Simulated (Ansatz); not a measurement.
# CsCl-type CoGa

Computed with r²SCAN-D4 (Ansatz, a quantum-chemistry and plane-wave program, plane waves, PAW).

Settings: plane-wave cutoff 500 eV, 20×20×20 k mesh, Fermi–Dirac smearing 0.1 eV, no spin polarisation, scalar-relativistic PAW data made under PBE.

Cell (relaxed at this level):

```yaml
crystal:
  lattice:
    - [2.83488, 0.00000, 0.00000]
    - [0.00000, 2.83488, 0.00000]
    - [0.00000, 0.00000, 2.83488]
  atoms:
    - { symbol: Ga, position: [0.50000, 0.50000, 0.50000] }
    - { symbol: Co, position: [0.00000, 0.00000, 0.00000] }
```

For CsCl-type CoGa, the equilibrium volume per atom is 11.39 Å³/atom. The lattice constant a is 2.835 Å.

Measured, for comparison: lattice constant a 2.878 Å (temperature not stated, copied from a table, unchecked, not corrected to a static lattice; as tabulated in Monatshefte fuer Chemie und verwandte Teile anderer Wissenschaften 123, 509 (1992)). Computed (rounded) less measured: lattice constant a not scored (unchecked). A static lattice is as a rule a little smaller and stiffer than an uncorrected measurement, which narrows the difference in the lattice constant a and would widen misses of the other sign.

Static lattice: no zero-point or thermal effects.
